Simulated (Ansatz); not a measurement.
The reference is TiC in the rock salt structure (space group Fm-3m, No. 225; relaxed with 0.1 eV smearing).

```yaml
crystal:
  lattice:
    - [0.00000, 2.14668, 2.14668]
    - [2.14668, 0.00000, 2.14668]
    - [2.14668, 2.14668, 0.00000]
  atoms:
    - { symbol: Ti, position: [0.00000, 0.00000, 0.00000] }
    - { symbol: C, position: [0.50000, 0.50000, 0.50000] }
```

Cartesian axes are those of the cell as printed.

The values are results of DFT with PBEsol, PAW potentials and a 420 eV plane-wave cutoff in Ansatz (a program for electronic structure), no spin-orbit coupling, not measurements.

The change: biaxial strain −2.89 %, plane normal [001], relaxed out of plane (Cartesian); in-plane vectors clamped, the third vector and the atoms free.

Problem. How does this affect the energy relative to the base?

Solution. The energy rises by 36 meV/atom.

Problem. What happens to the in-plane stress?

Solution. The mean in-plane stress (compression positive) comes out as +21.3 GPa.

Whether these cells are dynamically stable was not tested. The base started in Pnma and relaxed to Fm-3m at this level. All final runs are without spin polarisation.
